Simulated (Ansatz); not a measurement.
Start from Ir in the fcc (Cu type) structure (space group Fm-3m, No. 225; a = 3.812 Å; relaxed with 0.1 eV smearing).

The values are results of DFT with LDA, PAW potentials and a 420 eV plane-wave cutoff in Ansatz (a quantum-chemistry and plane-wave program), no SOC, not measurements.

For the base:

* **Pressure**: 0.0 GPa

It is then changed as follows: an isotropic linear strain of +1.00 %; the atoms relax in the strained cell.

Problem. What does the calculation give for the energy relative to the base and pressure after the change?

Solution. The energy increases by 15 meV/atom; the pressure goes from zero to -11.2 GPa.

Stability against distortions was not tested. All final runs are without spin polarisation.
